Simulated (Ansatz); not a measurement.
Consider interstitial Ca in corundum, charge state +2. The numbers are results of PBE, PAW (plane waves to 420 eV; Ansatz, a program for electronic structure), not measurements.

Settings: 120 host sites, the relaxed PBE lattice, the Γ point alone, smearing 0.01 eV, spin-restricted, no image-charge correction. Static, classical nuclei. The charge state is imposed; whether it is stable for some Fermi level was not computed. Sites that were not tried may lie lower.

Barriers: single points on a 2×2×2 k-point mesh shifted by half a step along c at the bands' geometries.

The step: several atoms move together, Ca the farthest; the atom moves 1.95 Å along (0.00, 0.00, 0.15) of the unit cell; at the start the Ca atom holds a host Al site and a host atom stands off its site; at the end the Ca atom holds a host Al site and a host atom stands off its site; the moving atom starts with neighbours Al at 2.37, Al at 2.56; 3 O at 2.07, 3 O at 2.19 Å and ends with Al at 2.37, Al at 2.56; 3 O at 2.07, 3 O at 2.19 Å.

Question: Give the migration barrier of this step at the level PBE, PAW.

Answer: 1.12 eV, the same both ways. At the saddle the moving atom has neighbours 3 O at 2.00 Å. The saddle point's order was not checked, and it lies on a symmetry element of the cell, where a band can be held.
